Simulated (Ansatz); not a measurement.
We consider CaO (P6₃/mmc, No. 194, 4 atoms in the cell; start mp-545512; a measured phase of this formula has another space group), described by r²SCAN+rVV10 (PAW; Ansatz, a first-principles code).

Run with plane-wave cutoff 560 eV, 12×12×8 k mesh (along the axes of the cell as run), Fermi–Dirac smearing 0.01 eV, scalar-relativistic PAW data made under PBE.

Computed at the level's own relaxed cell.

```xyz
4
Lattice="3.9687 0.0000 0.0000 -1.9844 3.4370 0.0000 0.0000 0.0000 4.7582" Properties=species:S:1:pos:R:3 pbc="T T T"
Ca     0.0000     2.2913     3.5686
Ca     1.9844     1.1457     1.1895
O      0.0000     2.2913     1.1895
O      1.9844     1.1457     3.5686
```

Question: List the 15 lowest band energies at Γ above −25 eV (eV, relative to the valence band maximum), grouping those that round alike.

Answer: At Γ: -19.43, -19.17 (×2), -18.97 (×2), -18.83, -16.40, -16.24, -1.21 (×2), -1.18 (×2), -1.09, 0.00, 3.56.

A start named mp-… is a Materials Project structure, which need not be a measured phase.
